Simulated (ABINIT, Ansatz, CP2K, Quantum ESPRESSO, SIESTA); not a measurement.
# One structure in several programs: RbTeO3 (Pm-3m, 5 atoms in the cell)

Self-consistent single point.

```yaml
crystal:
  lattice:
    - [4.16775, 0.00000, 0.00000]
    - [0.00000, 4.16775, 0.00000]
    - [0.00000, 0.00000, 4.16775]
  atoms:
    - { symbol: Rb, position: [0.00000, 0.00000, 0.00000] }
    - { symbol: Te, position: [0.50000, 0.50000, 0.50000] }
    - { symbol: O, position: [0.50000, 0.50000, 0.00000] }
    - { symbol: O, position: [0.00000, 0.50000, 0.50000] }
    - { symbol: O, position: [0.50000, 0.00000, 0.50000] }
```

All programs got the same cell, k-point mesh and kind of occupations (in Ansatz's words: kpoints.mp_grid.grid = 6 6 6; scf.occupations.method = gaussian; scf.occupations.width = 0.0073 Ry); potentials, basis and cutoffs are each program's usual ones.

```
code                                                                                                                                      model  pressure (GPa)  k-points       cutoff
----------------  -----------------------------------------------------------------------------------------------------------------------------  --------------  --------  -----------
Ansatz                                                                                                          PBEsol, PAW files made with PBE           -4.47        20      default
CP2K                                                                 PBEsol, GPW, DZVP-MOLOPT-SR-GTH basis, GTH-PBE potentials (GTH_POTENTIALS)            2.97       112  grid 500 Ry
ABINIT                                                           PBEsol, norm-conserving pseudopotentials (PseudoDojo nc-sr-04 PBEsol standard)           -4.40        20        42 Ha
Quantum ESPRESSO                                                                           PBEsol, GBRV 1.5 ultrasoft (PBESOL) pseudopotentials            0.56        20        40 Ry
SIESTA            GGA PBEsol, numerical atomic orbitals DZP, PseudoDojo PBEsol standard norm-conserving potentials (rewritten from UPF to PSML)            1.65       132  grid 400 Ry
```

The spread over the programs that give each value: pressure within 7.44 GPa.

The starting cell comes from a database of computed structures (which also holds hypothetical and non-ambient phases and stackings), without a prior relaxation at this level. Its lattice was rescaled by a random factor within 2.5 % of one. On Ansatz's run: Spin-orbit coupling is off. In the base run, with a pressure of about -4 GPa the cell is away from its equilibrium volume at this level.

Why do the programs differ, and what cannot be compared?

Differences of this kind can come from the potentials, where these differ, and from what each basis and cutoff leave unconverged. The valence holds different numbers of electrons (Ansatz (a first-principles code) 43, CP2K 33, ABINIT 43, Quantum ESPRESSO 33, SIESTA 43). The zero of total energies and Fermi levels follows the potentials and each program's conventions, so they are not compared here. CP2K and SIESTA use small atom-centred bases, whose incompleteness enters pressures, forces and empty levels differently from a plane-wave cutoff. Ansatz's pressure is given at a fixed set of plane waves, as the other plane-wave codes print theirs; with its correction for the finite basis it is -4.14 GPa (the shift of 0.33 GPa shows how far the cutoff is from converged). Ansatz's smearing width was typed in Ry to four decimals, so it matches the others to a few per cent. The programs reduce the same mesh by symmetry to different extents, which changes the work and not the result. In the pressure, CP2K (by 7.36), Quantum ESPRESSO (by 4.96) and SIESTA (by 6.05) lie more than 1 GPa from the median of the plane-wave programs.

Left out of this page: GPAW, Elk and FLEUR (not drawn, or without a comparable value).

Keys are those of Ansatz 0.2.
